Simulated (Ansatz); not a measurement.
BeS (model structure, started from the BeO type, P4₂/mnm, No. 136, 8 atoms in the cell), treated with r²SCAN+rVV10 (Ansatz, a quantum-chemistry and plane-wave program, PAW).

Numerical settings: plane-wave cutoff 560 eV, 6×6×10 k mesh (along the axes of the cell as run), Fermi–Dirac smearing 0.01 eV, scalar-relativistic PAW data made under PBE.

Cell (relaxed at this level):

```
CELL_PARAMETERS angstrom
      5.89040     0.00000     0.00000
      0.00000     5.89040     0.00000
      0.00000     0.00000     3.45606
ATOMIC_POSITIONS crystal
  Be 0.33121 0.66879 0.00000
  Be 0.66879 0.33121 0.00000
  Be 0.83121 0.83121 0.50000
  Be 0.16879 0.16879 0.50000
  S  0.30830 0.30830 0.00000
  S  0.69170 0.69170 0.00000
  S  0.19170 0.80830 0.50000
  S  0.80830 0.19170 0.50000
```

Task: Estimate the band gap and Γ–Γ gap that the calculation returns.

Result: 
* **band gap**: 3.70 eV (on the SCF k mesh)
* **Γ–Γ gap**: 4.51 eV

Note: the relaxation could raise the start's symmetry but not lower it, so the cell can be a saddle point.

Computed values are for the static lattice.

The result took around 2.8 core-minutes (rough).

A model structure was made by putting elements into a prototype or built by hand; it is no filed structure, need not be a known phase, and can be a saddle point held by its symmetry.
